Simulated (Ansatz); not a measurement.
# By hand: formation energy of the neutral 10 Ge_Si in Si (diamond, Fd-3m)

We look at the formation energy of the neutral 10 Ge_Si in Si (diamond, Fd-3m). Reaction: 54 Si (diamond) + 10 Ge (diamond) → cell A.

A: a supercell of 64 sites of Si (diamond, Fd-3m) with Ge on a Si site (4 Si at 2.40 Å); Ge on a Si site (2 Si at 2.38 Å and 2 Ge at 2.43 Å); Ge on a Si site (1 Si at 2.38 Å and 3 Ge at 2.43 Å); Ge on a Si site (3 Si at 2.38–2.40 Å and 1 Ge at 2.43 Å) and more; the closest two of these centres are 2.4 Å apart, the farthest 10.6 Å; spin state with PBE: run without spin.

Setting: static, neutral cells in Ansatz (PAW) whose structures rest at the PBE level. Ansatz (a quantum-chemistry and plane-wave program) runs with its default PAW set. Other levels take these structures. The lattices are those relaxed with PBE, so at other levels the solids can be strained, which adds to the spread. Larger cells are relaxed from a start prepared with the learned potential CHGNet, on a coarser mesh till forces fall under 0.03 eV/Å, which some starts already meet. A dispersion term (D3(BJ), or D4 for r2SCAN) was computed beside these levels and is taken off wherever the name lacks it. The cell is small for its defects, so this is an ordered compound on the host's lattice rather than an isolated defect.

Total energies of the cells in eV, at zero smearing width. They compare only within one column; the weights balance every element.

```tsv
cell	atoms	weight	PBE	RPBE
A: Si:10 Ge_Si	64	+1	-77282.56803	-77506.45352
Si (diamond)	64	−27/32	-40691.58593	-40889.49917
Ge (diamond)	2	−5	-8589.96473	-8601.41888
```

PBE: (-77282.56803) − 27/32 × (-40691.58593) − 5 × (-8589.96473) = 0.781 eV.

RPBE: (-77506.45352) − 27/32 × (-40889.49917) − 5 × (-8601.41888) = 1.156 eV.
